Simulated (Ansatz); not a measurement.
Base system: HfO2 in the fluorite structure (space group Fm-3m, No. 225; a = 5.098 Å).

Now apply this change: every lattice vector is shortened by 0.94 %; the atoms relax in the strained cell.

Levels (all Ansatz, a first-principles code, PAW, earlier PAW set): PBE (420 eV, spin-orbit coupling left out); r2SCAN (500 eV, without spin-orbit coupling); HSE06 (420 eV, no spin-orbit coupling); PBE+SOC (600 eV, with spin-orbit coupling); HSE06+SOC (600 eV, noncollinear with spin-orbit coupling).

One geometry, relaxed with PBE, under each level:

```csv
level,band gap,lowest conduction level above the VBM at special points,electron mass,hole mass,pressure
PBE,3.82 eV,X 3.82 eV; Γ 3.91 eV; U 4.35 eV; K 4.35 eV,"1.2 mₑ along k, 0.73 mₑ across (at X)",–,7.40 GPa
r2SCAN,4.32 eV,X 4.32 eV; Γ 4.43 eV; U 4.83 eV; K 4.83 eV,"1.2 mₑ along k, 0.76 mₑ across (at X)","0.28 mₑ along k, 2.9 mₑ across (at X)",1.41 GPa
HSE06,(withheld),(withheld),–,–,–
PBE+SOC,3.82 eV,X 3.82 eV; Γ 3.92 eV; U 4.35 eV; K 4.35 eV,"1.2 mₑ along k, 0.74 mₑ across (at X)",–,–
HSE06+SOC,(withheld),(withheld),–,–,–
```

Problem. Give the withheld HSE06 and HSE06+SOC results.

Solution. 
- HSE06, band gap: 5.43 eV
- HSE06, lowest conduction level above the VBM at special points: X 5.43 eV; Γ 5.59 eV; U 5.99 eV
- HSE06+SOC, band gap: 5.43 eV
- HSE06+SOC, lowest conduction level above the VBM at special points: X 5.43 eV; Γ 5.60 eV; U 5.99 eV

Single points use the geometry relaxed with PBE. Their cutoffs differ, which shifts pressures a little. HSE06 was sampled on its mesh, a few special points and the semilocal edge points, so its gap is an upper bound. The spin-orbit shifts are approximate. Spin-orbit coupling, missing from the scalar runs, can matter with Hf. Masses are band curvatures over ±0.01 Å⁻¹ around the edge. Along k means along the line from Γ to the band edge. No phonon test of stability was made. This is not the structure that HfO2 has at room temperature and ambient pressure.
